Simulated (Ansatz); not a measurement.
Subject: the reaction energy. Reaction: 1/2 CsI (CsCl type) + H2O (gas) → 1/2 CsH4IO2 (P-1). Negative: the products are lower in energy.

CsH4IO2 (P-1), 16 atoms in the cell; this is a cell whose start was taken from, or built on, an entry of a structure database, and that this text hasn't matched to a measured one, k-point mesh 6×6×6 on the run's own vectors.
```yaml
crystal:
  lattice:
    - [7.20942, 0.23048, 0.09108]
    - [-3.33883, 6.43762, -0.31582]
    - [-1.20378, -3.57388, 6.36317]
  atoms:
    - { symbol: Cs, position: [0.24686, 0.92112, 0.66807] }
    - { symbol: Cs, position: [0.75314, 0.07888, 0.33193] }
    - { symbol: H, position: [0.86074, 0.13107, 0.84707] }
    - { symbol: H, position: [0.13926, 0.86893, 0.15293] }
    - { symbol: H, position: [0.71941, 0.85593, 0.72235] }
    - { symbol: H, position: [0.28059, 0.14407, 0.27765] }
    - { symbol: H, position: [0.21272, 0.49252, 0.85011] }
    - { symbol: H, position: [0.78728, 0.50748, 0.14989] }
    - { symbol: H, position: [0.36656, 0.50799, 0.72819] }
    - { symbol: H, position: [0.63344, 0.49201, 0.27181] }
    - { symbol: I, position: [0.75591, 0.56929, 0.82589] }
    - { symbol: I, position: [0.24409, 0.43071, 0.17411] }
    - { symbol: O, position: [0.72635, 0.99199, 0.71702] }
    - { symbol: O, position: [0.27365, 0.00801, 0.28298] }
    - { symbol: O, position: [0.22546, 0.49912, 0.72221] }
    - { symbol: O, position: [0.77454, 0.50088, 0.27779] }
```

CsI (CsCl type, Pm-3m), 2 atoms in the cell, k-point mesh 8×8×8 on the run's own vectors.
```yaml
crystal:
  lattice:
    - [4.56196, 0.00000, 0.00000]
    - [0.00000, 4.56196, 0.00000]
    - [0.00000, 0.00000, 4.56196]
  atoms:
    - { symbol: Cs, position: [0.00000, 0.00000, 0.00000] }
    - { symbol: I, position: [0.50000, 0.50000, 0.50000] }
```

An isolated H2O molecule (singlet) in a box of 11 × 13 × 13 Å.

Computed with Ansatz (plane waves, PAW), its default PAW set, cutoff 420 eV, 500 eV for r2SCAN. The structures are at rest with PBE+D3(BJ); other levels are single points on them. HSE06 runs on coarser k-point meshes, mended by the PBE difference between the two meshes. Neutral cells; Fermi-Dirac smearing of at most 0.05 eV in the solids, energies taken to zero width. The lattices are those relaxed with PBE+D3(BJ), so at other levels the solids can be strained, which adds to the spread. A dispersion term (D3(BJ), or D4 for r2SCAN) was computed beside these levels and is taken off wherever the name lacks it. The PAW files were made for PBE and serve at the other functionals too. Space groups of crystals are read within 0.01 Å. Nuclei at rest; no vibrational terms. Cells are local rest points, mostly with their start's symmetry. The runs are scalar-relativistic, without spin-orbit coupling.

**Question.** What value does PBE give?

**Answer.** -0.47 eV, for 1/2 CsI (CsCl type) + H2O (gas) → 1/2 CsH4IO2 (P-1).

**Question.** What do the other levels give, and how wide is the spread?

**Answer.** 
```tsv
Functional	value (eV)	less PBE
PBE+D3(BJ)	-0.61	-0.14
r2SCAN+D4	-0.58	-0.11
HSE06	-0.44	0.03
```

The levels shown span 0.17 eV, from PBE+D3(BJ) (-0.61) to HSE06 (-0.44).

Ansatz is a program for electronic structure.
